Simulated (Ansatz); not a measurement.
Formation energies of neutral defects against the elements (graphite for carbon, diatomic gases, S8), in fcc Cu (eV), each at one geometry relaxed with PBE and evaluated in Ansatz (a first-principles code) with PBE, r2SCAN. Details: 32-site cell; 6×6×6 shifted k-points; no spin–orbit coupling; no Hubbard U; finite-size errors of tenths of an eV; the relaxation kept the symmetry of the starting site.

```json
[
 {"defect": "Zn on the Cu site", "x: PBE (eV)": "-0.25", "y: r2SCAN (eV)": "-0.36"},
 {"defect": "Rh on the Cu site", "x: PBE (eV)": "0.01", "y: r2SCAN (eV)": "-0.13"},
 {"defect": "P on the Cu site", "x: PBE (eV)": "0.12", "y: r2SCAN (eV)": "0.08"},
 {"defect": "Sn on the Cu site", "x: PBE (eV)": "0.43", "y: r2SCAN (eV)": "0.04"},
 {"defect": "In on the Cu site", "x: PBE (eV)": "0.46", "y: r2SCAN (eV)": "0.01"},
 {"defect": "S on the Cu site", "x: PBE (eV)": "0.69", "y: r2SCAN (eV)": "0.47"},
 {"defect": "Cl on the Cu site", "x: PBE (eV)": "1.66", "y: r2SCAN (eV)": "1.32"},
 {"defect": "Re on the Cu site", "x: PBE (eV)": "1.86", "y: r2SCAN (eV)": "1.76"},
 {"defect": "B on the Cu site", "x: PBE (eV)": "1.94", "y: r2SCAN (eV)": "?"}
]
```

**Question.** Fit a straight line to the 8 complete rows and predict the last.

**Answer.** Means: x = 0.623, y = 0.399; Sxx = 4.065, Sxy = 3.923. Slope 3.923 / 4.065 = 0.97, intercept 0.399 − 0.97 × 0.623 = -0.21 eV; the rows scatter by 0.16 eV about the line, and R² = 0.96. Prediction: -0.21 + 0.97 × 1.94 = 1.67 eV. The calculation gave 2.08 eV, 0.41 eV above the line, outside twice its scatter.
